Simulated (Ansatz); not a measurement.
Given:

```xyz
2
Lattice="0.0000 2.8619 2.8619 2.8619 0.0000 2.8619 2.8619 2.8619 0.0000" Properties=species:S:1:pos:R:3 pbc="T T T"
Ag     0.0000     0.0000     0.0000
Cl     2.8619     2.8619     2.8619
```

No spin polarisation.

All numbers come from Kohn–Sham DFT with the PBE functional, run in Ansatz (a program for electronic structure) with PAW and 420 eV plane waves, spin-orbit coupling left out. Γ-centred 10×10×10 mesh, Fermi–Dirac width 0.05 eV.

Question: What electron mass does the calculation give?

Answer: 0.27 mₑ (at Γ).

Question: What band gap does the calculation give?

Answer: 0.95 eV.

Question: What gap character does the calculation give?

Answer: Indirect, L → Γ.

The cells carry an imposed strain or load. Effective masses come from finite differences of ±0.01 Å⁻¹. Whether these cells are dynamically stable was not tested. The cell was made from AgCl in the rock salt structure (space group Fm-3m, No. 225) by this change: isotropic strain +2.00 %.
